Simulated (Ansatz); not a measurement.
**Response to strain in CaO**

The reference is CaO in the rock salt structure (space group Fm-3m, No. 225).

```xyz
2
Lattice="0.0000 2.3836 2.3836 2.3836 0.0000 2.3836 2.3836 2.3836 0.0000" Properties=species:S:1:pos:R:3 pbc="T T T"
Ca     0.0000     0.0000     0.0000
O      2.3836     2.3836     2.3836
```

Cartesian axes are those of the cell as printed.

Strains are applied to the cell and any free atomic positions relax; under biaxial strain the out-of-plane vector relaxes too.

The values are results of Kohn–Sham DFT with the PBEsol functional, run in Ansatz (a program for electronic structure) with PAW and 420 eV plane waves, without spin-orbit coupling, not measurements.

```csv
variant,band gap,electron mass,volume per atom
base,3.54 eV,"1.4 mₑ along k, 0.42 mₑ across (at X)",13.54 Å³
"biaxial strain −2.08 %, plane normal [111], relaxed out of plane",3.48 eV,"1.4 mₑ along k, 0.41 mₑ across (at X)",13.14 Å³
"biaxial strain −0.83 %, plane normal [111], relaxed out of plane",3.52 eV,"1.4 mₑ along k, 0.42 mₑ across (at X)",13.38 Å³
"biaxial strain −0.42 %, plane normal [111], relaxed out of plane",3.53 eV,"1.4 mₑ along k, 0.42 mₑ across (at X)",13.46 Å³
"biaxial strain +0.42 %, plane normal [111], relaxed out of plane",3.53 eV,"1.4 mₑ along k, 0.42 mₑ across (at X)",13.62 Å³
"biaxial strain +0.83 %, plane normal [111], relaxed out of plane",3.52 eV,"1.4 mₑ along k, 0.42 mₑ across (at X)",13.70 Å³
"biaxial strain +1.25 %, plane normal [111], relaxed out of plane",3.51 eV,"1.4 mₑ along k, 0.43 mₑ across (at X)",13.78 Å³
"biaxial strain +1.67 %, plane normal [111], relaxed out of plane",[?],"1.4 mₑ along k, 0.43 mₑ across (at X)",[?]
"biaxial strain +2.08 %, plane normal [111], relaxed out of plane",3.48 eV,"1.4 mₑ along k, 0.43 mₑ across (at X)",13.94 Å³
"biaxial strain +2.50 %, plane normal [111], relaxed out of plane",3.47 eV,–,14.02 Å³
```

Q: What belongs in the blanks?

A: 
- biaxial strain +1.67 %, plane normal [111], relaxed out of plane, band gap: 3.49 eV
- biaxial strain +1.67 %, plane normal [111], relaxed out of plane, volume per atom: 13.86 Å³

Masses are band curvatures over ±0.01 Å⁻¹ around the edge. Along k means along the line from Γ to the band edge. Whether these cells are dynamically stable was not tested.
